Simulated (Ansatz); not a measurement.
Ba3SiO, alloy series

Take Ba3SiO in the anti-perovskite structure (space group Pm-3m, No. 221; a = 5.2898 Å; a cell from a computed database, its experimental status unchecked) as the base.

The other end (x = 1) is Ba3SiS in the anti-perovskite structure (space group Pm-3m, No. 221; a hypothetical phase, not in the database extracts checked): 40.11 Å³/atom, gap zero; this end may not be an ambient phase.

S replaces a fraction x of O; each row is one arrangement (x, atoms in the cell, starting space group or random), fully relaxed.

The values are results of Kohn–Sham DFT with the PBEsol functional, run in Ansatz (a program for electronic structure) with PAW and 420 eV plane waves, without spin-orbit coupling, not measurements.

Notes on the quantities. mixing energy: to 0.01 eV only: unlike meshes or grids; against an end that may be hypothetical.

```csv
variant,mixing energy,volume per atom
base,–,29.60 Å³
"x(S) = 0.5, 10 atoms, Fm-3m",0.00 eV/atom,34.22 Å³
"x(S) = 0.5, 10 atoms, P4/mmm (arrangement A)",+0.02 eV/atom,34.56 Å³
"x(S) = 0.5, 10 atoms, P4/mmm (arrangement B)",+0.04 eV/atom,34.99 Å³
```

These are small ordered cells, not random alloys; other orderings at the same x differ. Stability against distortions was not tested. All final runs are without spin polarisation. The zero or small gap of Ba6Si2SO, Ba3SiO and Ba3SiS can change with the level of theory.
